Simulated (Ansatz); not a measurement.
**Carrier properties of BaMgF$_{4}$ (Cmc2_1)**

```
CELL_PARAMETERS angstrom
      2.04553    -7.28484     0.00000
      2.04553     7.28484     0.00000
      0.00000     0.00000     5.82241
ATOMIC_POSITIONS crystal
  Ba 0.65068 0.34932 0.14629
  Ba 0.34932 0.65068 0.64629
  Mg 0.91556 0.08444 0.18983
  Mg 0.08444 0.91556 0.68983
  F  0.42092 0.57908 0.20373
  F  0.57908 0.42092 0.70373
  F  0.80279 0.19721 0.38124
  F  0.19721 0.80279 0.88124
  F  0.02844 0.97156 0.00857
  F  0.97156 0.02844 0.50857
  F  0.16361 0.83639 0.41982
  F  0.83639 0.16361 0.91982
```

The numbers are results of PBEsol, rigid bands (plane waves, PAW, scalar-relativistic; Ansatz, a quantum-chemistry and plane-wave program), not measurements. Cell: cell and atoms relaxed with PBEsol.

| Item | Result |
|---|---|
| band gap | 6.99 eV |
| electron conductivity mass (300 K, dilute) | 0.58 (x), 0.49 (y), 0.53 (z) mₑ |
| hole conductivity mass (300 K, dilute) | 4.5 (x), 50 (y), 12.3 (z) mₑ |
| effective density of states N_c (300 K) | 9.5e18 cm⁻³ |
| effective density of states N_v (300 K) | 1.9e21 cm⁻³ |
| density-of-states mass, electrons | 0.52 mₑ |
| density-of-states mass, holes | 18.2 mₑ |
| Seebeck coefficient, n-type 1e19 cm⁻³, 300 K | -219 μV/K |
| best n-type power factor at 300 K for τ = 10 fs (best axis; densities from 1e16 to 1e21 cm⁻³ tried, whether or not they can be reached) | 3.3 μW/(cm·K²) at 3e19 cm⁻³ |
| Seebeck coefficient, p-type 1e19 cm⁻³, 300 K | 672 μV/K |

Rigid bands; masses and Seebeck coefficients take one relaxation time τ for all states and one kind of carrier; polarons and phonon drag are left out. Spin-orbit coupling is left out; where it splits the top of the valence band, N_v and the p-type Seebeck coefficient come out somewhat high without it.

Formula and space group known from diffraction (Crystallography Open Database), not checked to be the room-temperature form: BaMgF4 (Cmc2_1).
